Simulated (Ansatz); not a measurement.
**AuAg (model structure, P4/mmm, No. 123, 2 atoms in the cell): properties by level of theory**

```json
[
 {"level (code)": "LDA (Ansatz)", "lattice constant a (Å)": "2.824", "lattice parameter c (Å)": "4.074", "bulk modulus (GPa)": "166", "cohesive energy (eV/atom)": "4.04"},
 {"level (code)": "PBE (Ansatz)", "lattice constant a (Å)": "2.919", "lattice parameter c (Å)": "4.188", "bulk modulus (GPa)": "114", "cohesive energy (eV/atom)": "2.85"},
 {"level (code)": "PBEsol (Ansatz)", "lattice constant a (Å)": "2.855", "lattice parameter c (Å)": "4.116", "bulk modulus (GPa)": "146", "cohesive energy (eV/atom)": "3.47"},
 {"level (code)": "r²SCAN (Ansatz)", "lattice constant a (Å)": "2.891", "lattice parameter c (Å)": "4.154", "bulk modulus (GPa)": "127", "cohesive energy (eV/atom)": "3.23"}
]
```

Caveats: the bulk modulus is −V dP/dV from two relaxed cells at ±2 % in volume (LDA, PBE, PBEsol, r²SCAN). Ansatz's density-functional and Hartree–Fock values are scalar-relativistic unless marked +SOC, with PAW data made under PBE.

Free atoms are spin-polarised, in the lowest state found; at levels without +SOC their spin–orbit coupling is left out.

Static lattice: no zero-point or thermal effects.

A model structure was made by putting elements into a prototype or built by hand; it is no filed structure, need not be a known phase, and can be a saddle point held by its symmetry.

Ansatz is a first-principles code.
